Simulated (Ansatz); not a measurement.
Response to strain in SiC

The reference is SiC (space group P6_3mc, No. 186; a = 3.078 Å, c = 10.076 Å).

Strains are applied to the cell and any free atomic positions relax.

All numbers come from plane-wave PAW DFT at the PBEsol level (Ansatz, an electronic-structure program, 420 eV), spin-orbit coupling left out.

Notes on the quantities. pressure: mean of the normal stresses, compression positive.

```tsv
isotropic strain (%)	pressure (GPa)
0	0.0
0.75	?
1.5	-9.1
2.25	-13.0
3	-16.6
```

Task: Fit P = P₀ − Bδ + Cδ² with δ = (1 + ε)³ − 1 to the rows shown and predict the withheld row.

Result: Least squares on the printed values gives P₀ = 0.0 GPa, B = 218 GPa (at held cell shape), C = 419 GPa (largest residual 0.0 GPa); this predicts -4.7 GPa, and the run gives -4.8 GPa, in agreement.

Stability against distortions was not tested.
